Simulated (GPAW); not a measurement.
Band structure of TaSn2S2 (P6_3/mmc, 10 atoms in the cell).

```xyz
10
Lattice="3.3165 0.0000 0.0000 -1.6583 2.8722 0.0000 0.0000 0.0000 24.1228" Properties=species:S:1:pos:R:3 pbc="T T T"
Ta     0.0000     1.9148     6.0307
Ta     1.6583     0.9574    18.0921
Sn     0.0000     1.9148     1.4536
Sn     1.6583     0.9574    22.6691
Sn     1.6583     0.9574    13.5150
Sn     0.0000     1.9148    10.6077
S      0.0000     1.9148    16.5265
S      1.6583     0.9574     7.5963
S      1.6583     0.9574     4.4651
S      0.0000     1.9148    19.6576
```

Level of theory: PBEsol, GPAW PAW datasets PBEsol (made by gpaw-setup) (plane waves; GPAW).

Settings: mode = pw; ecut = 600 eV; xc = PBEsol; kpts = 5 5 1; mesh shift (steps) = 0 0 0; occupations.name = fermi-dirac; occupations.width = 0.05 eV; nbands = -16; symmetry.symmorphic = false; symmetry.tolerance = 0.0005; maxiter = 120; bandpath_npoints = 50.

The starting cell comes from a database of computed structures (which also holds hypothetical and non-ambient phases and stackings), without a prior relaxation at this level. Spin-orbit coupling is off. Spin polarisation is off.

Levels in eV from the Fermi level, bands 51 to 57:
```json
[
 {"point": "Γ", "51": "0.22", "52": "1.12", "53": "2.78", "54": "2.97", "55": "2.97", "56": "2.97", "57": "2.97"},
 {"point": "M", "51": "-1.62", "52": "-1.62", "53": "-0.63", "54": "-0.56", "55": "1.17", "56": "1.21", "57": "2.20"},
 {"point": "K", "51": "-1.29", "52": "-1.29", "53": "-1.01", "54": "-1.01", "55": "-0.70", "56": "-0.70", "57": "0.46"},
 {"point": "A", "51": "0.80", "52": "0.80", "53": "2.86", "54": "2.86", "55": "2.97", "56": "2.97", "57": "2.97"},
 {"point": "L", "51": "-1.62", "52": "-1.62", "53": "-0.60", "54": "-0.60", "55": "1.19", "56": "1.19", "57": "2.24"},
 {"point": "H", "51": "-1.24", "52": "-1.24", "53": "-1.06", "54": "-1.06", "55": "-0.70", "56": "-0.70", "57": "0.49"}
]
```

Bands cross the Fermi level along this path, so the cell is metallic at this level.
